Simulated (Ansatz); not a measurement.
HfO2, response to strain

Start from HfO2 (space group P4_2/nmc, No. 137).

```
HfO2
1.0
    3.57678     0.00000     0.00000
    0.00000     3.57678     0.00000
    0.00000     0.00000     5.20264
Hf O
2 4
Direct
  0.00000   0.00000   0.00000
  0.50000   0.50000   0.50000
  0.00000   0.50000   0.19616
  0.00000   0.50000   0.69616
  0.50000   0.00000   0.30384
  0.50000   0.00000   0.80384
```

Cartesian axes are those of the cell as printed.

Strains are applied to the cell and any free atomic positions relax; under biaxial strain the out-of-plane vector relaxes too.

The values are results of Ansatz (a quantum-chemistry and plane-wave program) r2SCAN, no spin-orbit coupling, not measurements.

Candidates:
(a) tensor shear ε_xy = −0.89 %
(b) strain tensor (xx, yy, zz, yz, xz, xy) = (−0.29, −0.14, +0.84, −0.34, +0.68, +0.74) %
(c) biaxial strain −4.44 %, plane normal [001], relaxed out of plane
(d) biaxial strain −2.39 %, plane normal [001], relaxed out of plane

For the base:

The smallest direct gap comes out as 5.34 eV.

**Question.** Order them by smallest direct gap, highest first.

**Answer.** (d) biaxial strain −2.39 %, plane normal [001], relaxed out of plane (5.35 eV), (c) biaxial strain −4.44 %, plane normal [001], relaxed out of plane (5.32 eV), (b) strain tensor (xx, yy, zz, yz, xz, xy) = (−0.29, −0.14, +0.84, −0.34, +0.68, +0.74) % (5.29 eV), (a) tensor shear ε_xy = −0.89 % (5.26 eV)

Spin-orbit coupling, missing from the scalar runs, can matter with Hf. Whether these cells are dynamically stable was not tested. This is not the structure that HfO2 has at room temperature and ambient pressure.
